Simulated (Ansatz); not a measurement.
What pressure 7 GPa does to Rh2Ge

Take Rh2Ge (space group Pnma, No. 62; a = 5.491 Å, b = 4.011 Å, c = 7.578 Å) as the base.

Perturbation: a hydrostatic pressure of 7 GPa.

Calculations: Kohn–Sham DFT with the r2SCAN functional, run in Ansatz (an electronic-structure program) with PAW and 500 eV plane waves, spin-orbit coupling left out, earlier PAW set. Γ-centred 7×9×5 mesh, Fermi–Dirac width 0.05 eV.

```json
[
 {"quantity": "volume per atom", "base": "13.91 Å³", "changed": "13.50 Å³", "shift": "-0.41 Å³"},
 {"quantity": "density", "base": "11.08 g/cm³", "changed": "11.42 g/cm³", "shift": "+0.335 g/cm³"},
 {"quantity": "shortest interatomic distance", "base": "2.469 Å", "changed": "2.456 Å", "shift": "-0.013 Å"},
 {"quantity": "band gap", "base": "zero", "changed": "zero", "shift": "–"}
]
```

Cost of the whole job for the changed cell (relaxation, final SCF and bands): around 7 core-minutes (rough).

Load acts through the strain it causes; cell and atoms are relaxed under it. No phonon test of stability was made. No other phases were tried under pressure. All final runs are without spin polarisation.
